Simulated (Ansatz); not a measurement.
Start from SiS$_{2}$ (space group Ibam, No. 72; a = 6.019 Å, b = 9.396 Å, c = 5.545 Å; made of chains).

Perturbation: a hydrostatic pressure of 15 GPa.

Levels (all Ansatz, an electronic-structure program, PAW): PBEsol (420 eV, without spin-orbit coupling); HSE06 (420 eV, spin-orbit coupling left out).

The geometry is relaxed with PBEsol.

| Property | Value |
|---|---|
| PBEsol lowest conduction level above the VBM at special points | Γ 1.45 eV; X 1.85 eV; R 2.41 eV |

Problem. What does HSE06 give at this geometry for the lowest conduction level above the VBM at special points?

Solution. The lowest conduction level above the VBM at special points becomes Γ 2.44 eV; X 2.94 eV; R 3.52 eV (PBEsol: Γ 1.45 eV; X 1.85 eV; R 2.41 eV).

Single points use the geometry relaxed with PBEsol. The levels and masses belong to the bands next to the band gap. Load acts through the strain it causes; cell and atoms are relaxed under it. Stability against distortions was not tested. No other phases were tried under pressure. No dispersion term is included in the PBEsol runs.
